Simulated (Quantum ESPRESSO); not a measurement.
Troubleshooting Quantum ESPRESSO: a failed run on CeO2 (Fm-3m, 3 atoms in the cell). The aim is a self-consistent single point with DFT, PBE, plane waves, SSSP 1.1.2 efficiency (PBE) pseudopotentials.

Input:

```fortran
&control
  calculation = 'scf'
  outdir = './work'
  pseudo_dir = './'
  verbosity = 'high'
  tprnfor = .true.
  tstress = .true.
/
&system
  ibrav = 0
  nat = 3
  ntyp = 2
  ecutwfc = 55
  ecutrho = 440
  occupations = 'smearing'
  smearing = 'gauss'
  degauss = 0.00147
/
ATOMIC_SPECIES
Ce   140.1160  Ce.GGA-PBE-paw-v1.0.UPF
O     15.9990  O.pbe-n-kjpaw_psl.0.1.UPF
ATOMIC_POSITIONS crystal
Ce    0.0000000000    0.0000000000    0.0000000000
O     0.2500000000    0.2500000000    0.2500000000
O     0.7500000000    0.7500000000    0.7500000000
K_POINTS automatic
10 10 10  0 0 0
CELL_PARAMETERS bohr
   0.0000000000     5.1799396186     5.1799396186
   5.1799396186     0.0000000000     5.1799396186
   5.1799396186     5.1799396186     0.0000000000
```

The program printed (abridged):

```
     This program is part of the open-source Quantum ESPRESSO suite
     for quantum simulation of materials; please cite

 %%%%%%%%%%%%%%%%%%%%%%%%%%%%%%%%%%%%%%%%%%%%%%%%%%%%%%%%%%%%%%%%%%%%%%%%%%%%%%
     Error in routine  read_namelists (1):
      bad line in namelist &electrons: "   5.1799396186     5.1799396186     0.0000000000" (error could be in the previous line)
 %%%%%%%%%%%%%%%%%%%%%%%%%%%%%%%%%%%%%%%%%%%%%%%%%%%%%%%%%%%%%%%%%%%%%%%%%%%%%%

     stopping ...
```

Question: Read the log: what does the program object to, and what is the fix?

Answer: The fault is a required namelist left out. The program reads the namelists in a fixed order, even empty ones. To fix it, add the namelist. The program stopped before any SCF iteration.

The sound input it was made from differs as follows (other fixes are possible):
```diff
+&electrons
+  conv_thr = 1.0e-11
+/
```

With that input, the run converged in 54 iterations: free energy E − TS -7698.6455 eV; top of the valence band (on the code's own zero) 10.33 eV; gap on the k-point mesh 1.86 eV; pressure -1.21 GPa (DFT, PBE, plane waves, SSSP 1.1.2 efficiency (PBE) pseudopotentials).

On the sound input: the starting cell comes from a database of computed structures (which also holds hypothetical and non-ambient phases and stackings), without a prior relaxation at this level. Its lattice was rescaled by a random factor within 2.5 % of one. Spin-orbit coupling is off. The f electrons are in the valence without U or exact exchange, which can misplace them near the Fermi level. Spin-orbit terms, which matter for f shells, are left out.
